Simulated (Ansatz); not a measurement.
Results of LC-ωPBE (Ansatz, a program for electronic structure, PAW) for fluorite HfO₂ (high-temperature phase).

Numerical settings: plane-wave cutoff 520 eV, 8×8×8 k mesh, scalar-relativistic PAW data made under PBE.

Cell (relaxed at this level):

```cif
data_HfO2
_chemical_formula_sum 'Hf1 O2'
_space_group_name_H-M_alt 'P 1'
_space_group_IT_number 1
_cell_length_a 3.57228
_cell_length_b 3.57228
_cell_length_c 3.57228
_cell_angle_alpha 60.000
_cell_angle_beta 60.000
_cell_angle_gamma 60.000
loop_
_space_group_symop_operation_xyz
  'x, y, z'
loop_
_atom_site_label
_atom_site_type_symbol
_atom_site_fract_x
_atom_site_fract_y
_atom_site_fract_z
_atom_site_occupancy
Hf1 Hf 0.00000 0.00000 0.00000 1
O1 O 0.25000 0.25000 0.25000 1
O2 O 0.75000 0.75000 0.75000 1
```

**Question.** Give the computed polycrystal shear modulus (Hill average), elastic constant C11, Young modulus, Voigt–Reuss–Hill bulk modulus, elastic constant C12 and elastic constant C44.

**Answer.** 
- polycrystal shear modulus (Hill average) = 131 GPa
- elastic constant C11 = 618 GPa
- Young modulus = 340 GPa
- Voigt–Reuss–Hill bulk modulus = 281 GPa
- elastic constant C12 = 113 GPa
- elastic constant C44 = 81.7 GPa

Note: symmetry holds this phase in the static calculation, where it need not be a minimum; held by symmetry at 0 K, a high-temperature phase can be a saddle point.

Elastic constants are with the ions relaxed.

Spin–orbit coupling is not included.

The computed numbers hold no vibrational or temperature effects.
